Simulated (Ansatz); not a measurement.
TbIn₃ (Pm-3m, No. 221)

Level of theory: PBEsol in Ansatz (PAW).

Run with plane-wave cutoff 520 eV, 12×12×12 k mesh, Fermi–Dirac smearing 0.05 eV, spin-polarised with parallel moments, scalar-relativistic PAW data made under PBE.

Cell: relaxed at this level.

```
Item                         Value
-------------------  -------------
band gap             zero (no gap)
lattice parameter a        4.559 Å
bulk modulus B0           60.3 GPa
```

Note: the magnetic order was assumed, not searched for or taken from measurement; the 4f shell is treated without U or exact exchange, so its levels and filling can be wrong; the bulk modulus is −V dP/dV from two relaxed cells at ±2 % in volume.

Spin–orbit coupling is not included.

Computed values are for the static lattice.

Ansatz is a quantum-chemistry and plane-wave program.
